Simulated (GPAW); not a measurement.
# Input and output of a self-consistent single point for Pd (Fm-3m, 1 atom in the cell) (GPAW)

Method: PBE, GPAW PAW datasets PBE (gpaw-data 1.0.1) (plane waves; GPAW 25.7.0).

The input file:

```python
from ase import Atoms
from ase.units import GPa
from gpaw import GPAW

atoms = Atoms(['Pd'],
              cell=[[0.000000, 1.929829, 1.929829],
                    [1.929829, 0.000000, 1.929829],
                    [1.929829, 1.929829, 0.000000]],
              scaled_positions=[[0.000000, 0.000000, 0.000000]],
              pbc=True)

calc = GPAW(mode={'name': 'pw', 'ecut': 600},
            xc='PBE',
            kpts=(15, 15, 15),
            occupations={'name': 'methfessel-paxton', 'width': 0.136, 'order': 0},
            nbands=-5,
            convergence={'forces': 0.001},
            symmetry={'symmorphic': False, 'tolerance': 0.0005},
            maxiter=150)

atoms.calc = calc

energy = atoms.get_potential_energy()
print('Energy (eV):', round(energy, 6))
forces = atoms.get_forces()
print('Forces (eV/Ang):')
print(forces.round(5))
stress = atoms.get_stress()
print('Stress (GPa, Voigt):', (stress / GPa).round(4))
```

Output, abridged:

```
Input parameters:
  convergence: {forces: 0.001}
  kpts: [15 15 15]
  maxiter: 150
  mode: {ecut: 600,
         name: pw}
  nbands: -5
  occupations: {name: methfessel-paxton,
                order: 0,
                width: 0.136}
  symmetry: {symmorphic: False,
             tolerance: 0.0005}
  xc: PBE

species:
  Pd:
    name: Palladium
    Z: 46.0
    valence: 16
    core: 30
    charge: 0.0
    file: Pd.PBE.gz

    # Using partial waves for Pd as LCAO basis

Reference energy: -137227.490718  # eV

Spin-paired calculation

Convergence criteria:
 Maximum [total energy] change in last 3 cyles: 0.0005 eV / valence electron
 Maximum integral of absolute [dens]ity change: 0.0001 electrons / valence electron
 Maximum integral of absolute [eigenst]ate change: 4e-08 eV^2 / valence electron
 Maximum change in the atomic [forces] across last 2 cycles: 0.001 eV/Ang OR
Maximum error relative to the maximum force is below inf
 Maximum number of scf [iter]ations: 150

Symmetries present (total): 48
Symmetries with fractional translations: 0
3375 k-points: 15 x 15 x 15 Monkhorst-Pack grid
120 k-points in the irreducible part of the Brillouin zone
       k-points in crystal coordinates                weights
   0:     0.00000000    0.00000000    0.00000000          1/3375
   1:     0.06666667    0.06666667    0.00000000          6/3375
   2:     0.06666667    0.06666667    0.06666667          8/3375
   [... 7 lines left out ...]
          ...
 119:     0.46666667    0.46666667    0.46666667          8/3375

Wave functions: Plane wave expansion
  Cutoff energy: 600.000 eV
  Number of coefficients (min, max): 466, 531
  Pulay-stress correction: 0.000000 eV/Ang^3 (de/decut=0.000000)

Occupation numbers: Methfessel-Paxton:
  width: 0.1360  # eV
  order: 0

Eigensolver

Densities:
  Coarse grid: 16*16*16 grid
  Fine grid: 32*32*32 grid
  Total Charge: 0.000000

Density mixing:
  Method: separate
  Backend: pulay
  Linear mixing parameter: 0.05
  old densities: 5
  Damping of long wavelength oscillations: 50

Hamiltonian:
  XC and Coulomb potentials evaluated on a 32*32*32 grid
  External potential:
    NoExternalPotential

XC parameters: PBE with 2 nearest neighbor stencil

Number of atoms: 1
Number of atomic orbitals: 12
Number of bands in calculation: 13
Number of valence electrons: 16
Bands to converge: occupied

Density initialized from atomic densities
  12 bands from LCAO basis set
  1 band from random numbers

Atomic positions and initial magnetic moments

Positions:
   0 Pd     0.000000    0.000000    0.000000    ( 0.0000,  0.0000,  0.0000)

Unit cell:
           periodic     x           y           z      points  spacing
  1. axis:    yes    0.000000    1.929829    1.929829    16     0.1393
  2. axis:    yes    1.929829    0.000000    1.929829    16     0.1393
  3. axis:    yes    1.929829    1.929829    0.000000    16     0.1393

  Lengths:   2.729190   2.729190   2.729190
  Angles:   60.000000  60.000000  60.000000

Effective grid spacing dv^(1/3) = 0.1520

     iter     time        total  log10-change:
                         energy   eigst   dens  force
iter:   1 --:--:--    -4.787517
iter:   2 --:--:--    -4.580790   -1.89  -1.25
iter:   3 --:--:--    -3.959064   -0.88  -1.29
iter:   4 --:--:--    -3.976005   -2.71  -1.88
iter:   5 --:--:--    -3.897389   -2.87  -1.83
iter:   6 --:--:--    -3.852625   -2.71  -2.06
iter:   7 --:--:--    -3.850663   -3.50  -2.62
iter:   8 --:--:--    -3.850760c  -4.62  -3.05
iter:   9 --:--:--    -3.850720c  -5.31  -3.40
iter:  10 --:--:--    -3.850719c  -6.23  -4.08c
iter:  11 --:--:--    -3.850714c  -6.48  -4.15c
iter:  12 --:--:--    -3.850714c  -7.41c -4.37c
iter:  13 --:--:--    -3.850714c  -8.40c -5.34c -22.30c

Converged after 13 iterations.

Dipole moment: (0.000000, -0.000000, -0.000000) |e|*Ang

Energy contributions relative to reference atoms: (reference = -137227.490718)

Kinetic:         +0.106815
Potential:       -4.213867
External:        +0.000000
XC:              +0.417134
Entropy (-ST):   -0.018817
Local:           -0.151388
SIC:             +0.000000
--------------------------
Free energy:     -3.860122
Extrapolated:    -3.850714

Showing only first 2 kpts
 Kpt  Band  Eigenvalues  Occupancy
  0     6      6.97030    2.00000
  0     7      8.64666    2.00000
  0     8      8.64666    2.00000
  0     9     27.42078    0.00000

  1     6      7.07200    2.00000
  1     7      8.51886    2.00000
  1     8      8.69550    2.00000
  1     9     27.66398    0.00000

Fermi level: 9.92623

No gap
No difference between direct/indirect transitions
Energy (eV): -3.850714

Forces in eV/Ang:
  0 Pd   -0.00000    0.00000   -0.00000

Stress tensor:
    -0.079293    -0.000000     0.000000
    -0.000000    -0.079293     0.000000
     0.000000     0.000000    -0.079293
Stress (GPa, Voigt): [-12.7042 -12.7042 -12.7042   0.       0.      -0.    ]
```

The run converged in 13 iterations. GPAW prints stress with tension positive.

The starting cell has typed, rounded lattice constants, without a prior relaxation at this level. Its lattice was rescaled by a random factor within 2.5 % of one. Spin polarisation is off. With a pressure of about 13 GPa the cell is away from its equilibrium volume at this level.
